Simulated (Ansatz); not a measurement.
Results of HSE06-D3(BJ) (plane waves, PAW; Ansatz, an electronic-structure program) for brucite Ca(OH)2 (model structure).

Rigid layers of the crystal as relaxed at this level are moved apart or together:

```csv
run,k mesh,layer repeat (Å),energy against free layers (meV/Å²),gap on the mesh (eV)
1,12×12×8,4.71,-35.92,6.208
2,12×12×8,4.91,-35.04,6.039
3,12×12×6,5.31,-28.44,5.698
4,12×12×6,5.91,-17.73,5.279
5,12×12×4,7.91,-3.48,4.764
```

The lowest energy of these points lies at a layer repeat of 4.71 Å.

A model structure was made by putting elements into a prototype or built by hand; here it ended with the formula and space group of a phase in our tables.
